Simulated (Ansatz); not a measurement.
The boundary is one mirror-built cell; no search for the lowest one was made.

System: Σ19 (331) symmetric tilt boundary in fcc Cu, with one B atom a cell (14.4 Å²) in the boundary; relaxed on a coarser mesh with the in-plane cell held.

Consider the following.

```xyz
45
Lattice="2.5666 0.0000 0.0000 1.2833 5.5937 0.0000 0.0000 0.0000 37.4983" Properties=species:S:1:pos:R:3 pbc="T T T"
Cu     0.6399    -1.0789     1.3057
Cu     2.8816     2.4787     0.1840
Cu     0.9631     2.4802     2.4251
Cu     0.8558     5.9967     3.0253
Cu     2.1721     4.0024     3.9469
Cu     0.8472     1.8797     4.7954
Cu     0.7818     5.4374     5.6079
Cu     2.0651     3.3765     6.4394
Cu     0.7818     1.3157     7.2708
Cu     0.7818     4.8486     8.1023
Cu     2.0651     2.7877     8.9337
Cu     2.0651     6.3206     9.7651
Cu     0.7818     4.2597    10.5966
Cu     2.0651     2.1989    11.4280
Cu     2.0651     5.7318    12.2595
Cu     0.7818     3.6709    13.0909
Cu     2.0651     1.6101    13.9223
Cu     2.0651     5.1430    14.7538
Cu     0.7065     3.0853    15.5913
Cu     0.6962     6.6250    16.4106
Cu     1.9656     4.5489    17.2528
Cu     0.6692     2.5408    18.1066
Cu     0.6668     6.0066    18.8620
Cu     1.9250     3.7236    20.0506
Cu     1.8990     0.4226    21.2500
Cu     3.1802     2.5517    22.0020
Cu     1.8841     4.5577    22.8579
Cu     1.8700     1.0394    23.6987
Cu     3.0778     3.0855    24.5224
Cu     3.0778    -0.4474    25.3542
Cu     1.7945     1.6135    26.1859
Cu     3.0778     3.6743    27.0176
Cu     3.0778     0.1414    27.8493
Cu     1.7945     2.2023    28.6810
Cu     3.0778     4.2631    29.5127
Cu     3.0778     0.7302    30.3444
Cu     1.7945     2.7911    31.1762
Cu     1.7945    -0.7418    32.0079
Cu     3.0778     1.3191    32.8396
Cu     1.7945     3.3799    33.6713
Cu     1.7132    -0.1588    34.5036
Cu     2.9983     1.8788    35.3153
Cu     1.6735     4.0005    36.1633
Cu     1.7062     0.4006    37.0841
B      0.6393     1.7712    20.0556
```

Contact (Sharvin) terms of both leads are taken out of the resistance.

Values are means of three energies within 0.05 eV of the Fermi level, on a potential converged at a Fermi-Dirac width of 0.05 eV. Resistances leave out the leads' Sharvin resistance. Spin-orbit coupling is left out.

Give the specific resistance of the junction and the share of channels that pass that Ansatz (an electronic-structure program) with PBE yields.

AR = 0.42 × 10⁻¹⁵ Ω m²; 68 % of the channels of the narrower lead pass.
